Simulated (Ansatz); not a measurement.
For zinc-blende SrO (model structure), LDA (PAW; Ansatz, a program for electronic structure) gives:

equilibrium lattice constant a: 5.475 Å
formation enthalpy: -2.862 eV/atom

### Question
What does r²SCAN in Ansatz (PAW) give for the same quantities?

### Answer

- lattice constant a: 5.584 Å (grows by 2.0 %)
- formation enthalpy: -2.768 eV/atom (moves by +0.094 eV/atom)

Changes are worked out from the printed values.

Unless a cell is named, each level is at its own relaxed cell (LDA 20.52, r²SCAN 21.77 Å³/atom).

Ansatz's density-functional and Hartree–Fock values are scalar-relativistic unless marked +SOC, with PAW data made under PBE.

A model structure was made by putting elements into a prototype or built by hand; it is no filed structure, need not be a known phase, and can be a saddle point held by its symmetry.
